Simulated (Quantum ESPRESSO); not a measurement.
## Several settings converged on Cu (Fm-3m, 1 atom in the cell)

```xyz
1
Lattice="0.0000 1.8104 1.8104 1.8104 0.0000 1.8104 1.8104 1.8104 0.0000" Properties=species:S:1:pos:R:3 pbc="T T T"
Cu     0.0000     0.0000     0.0000
```

Base method: PBE, GBRV 1.5 ultrasoft (PBE) pseudopotentials (plane waves; Quantum ESPRESSO 7.5).

Base settings: ecutwfc = 50 Ry; ecutrho = 400 Ry; occupations = smearing; smearing = gauss; degauss = 0.0073499 Ry; potentials = {Cu: cu_pbe_v1.2.uspp.F.UPF}; K_POINTS = automatic 10 10 10 0 0 0; conv_thr = 1e-10 Ry.

The count of work is k-points × plane waves × bands × iterations; it is no time. 

**The cutoff for other potential files**

Level: DFT, PBE, plane waves, PSlibrary ultrasoft (PBE) pseudopotentials.

In this ladder: pseudopotentials = {Cu: Cu.pbe-dn-rrkjus_psl.1.0.0.UPF}. Moved along: ecutrho.

The second cell is the first with its lattice scaled by 0.98.

The mesh stays at the base's, so the ladder's end is converged at best in this setting alone.

Only quantities that move along the ladder and can be compared are tabulated.

```tsv
ecutwfc	free energy less the last step's (meV/atom)	energy of the compressed cell less the first (meV/atom)	pressure (GPa)	count of work / last
22 Ry	4885.93	36.02	-324.06	0.12
28 Ry	490.82	29.59	-49.51	0.14
35 Ry	66.25	30.08	0.60	0.19
42 Ry	52.96	30.10	0.44	0.24
50 Ry	17.74	29.92	0.47	0.39
60 Ry	5.01	29.94	1.86	0.47
75 Ry	2.49	29.84	1.67	0.59
100 Ry	0.00	29.83	1.88	1.0
```

Coarsest ecutwfc that holds the energy of the compressed cell less the first within 0.5 meV/atom of the last step, with all finer ones: 28 Ry, at 0.14 of the last step's count of work; the step before is off by 6.2 meV/atom.

Coarsest ecutwfc that holds the free energy within 2 meV/atom: not settled: the last two steps still differ by 2.5 meV/atom, over half the tolerance, so the ladder does not show it.

Coarsest ecutwfc that holds the pressure within 1 GPa of the last step, with all finer ones: 60 Ry; the step before is off by 1.4 GPa.

At the lowest cutoff the pressure lies 326 GPa under the last step's, the usual sign of Pulay stress in an incomplete plane-wave basis.

**The density cutoff**

The second cell is the first with its lattice scaled by 0.98.

The mesh stays at the base's, so the ladder's end is converged at best in this setting alone.

Only quantities that move along the ladder and can be compared are tabulated.

```csv
ecutrho,free energy less the last step's (meV/atom),energy of the compressed cell less the first (meV/atom),pressure (GPa)
100 Ry,-85.23,20.55,9.95
150 Ry,0.27,27.82,0.21
200 Ry,0.58,27.87,0.19
250 Ry,0.17,27.84,0.18
300 Ry,0.28,27.84,0.18
400 Ry,0.18,27.84,0.18
500 Ry,0.07,27.84,0.18
600 Ry,0.00,27.85,0.13
800 Ry,0.00,27.84,0.11
```

Coarsest ecutrho that holds the energy of the compressed cell less the first within 1 meV/atom of the last step, with all finer ones: 150 Ry; the step before is off by 7.3 meV/atom.

Coarsest ecutrho that holds the free energy within 2 meV/atom of the last step, with all finer ones: 150 Ry; the step before is off by 85 meV/atom.

Coarsest ecutrho that holds the pressure within 1 GPa of the last step, with all finer ones: 150 Ry; the step before is off by 9.8 GPa.

On the base run: the starting cell has typed, rounded lattice constants, without a prior relaxation at this level. Its lattice was rescaled by up to half a per cent. Spin polarisation is off.
